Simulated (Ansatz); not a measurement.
Take SiC in the wurtzite structure (space group P6_3mc, No. 186; a = 3.076 Å, c = 5.048 Å) as the base.

All numbers come from PBEsol in Ansatz (plane waves to 420 eV, PAW, no spin-orbit coupling).

Strains are applied to the cell and any free atomic positions relax.

One change was made to it. Results:

| quantity | base | after |
|---|---|---|
| mean gap deformation potential ΔEg/Δln V | – | +1.8 eV |
| valence-band top at Γ (three highest levels, from the VBM) | 0.00, 0.00, -0.11 eV | 0.00, 0.00, -0.10 eV |
| pressure (mean of the normal stresses, compression positive) | 0.00 GPa | -16.57 GPa |
| width of the top valence band | 3.93 eV | 3.65 eV |

**Question.** Which change produced these results?
(A) isotropic strain +3.00 %
(B) isotropic strain +1.80 %
(C) isotropic strain +0.60 %
(D) isotropic strain +1.20 %

**Answer.** A, isotropic strain +3.00 %. For comparison, the pressure in the other runs: isotropic strain +1.80 % gives -10.72 GPa; isotropic strain +1.20 % gives -7.43 GPa; isotropic strain +0.60 % gives -3.86 GPa.

Gaps are read on the SCF mesh and a high-symmetry path. No phonon test of stability was made.

Ansatz is a quantum-chemistry and plane-wave program.
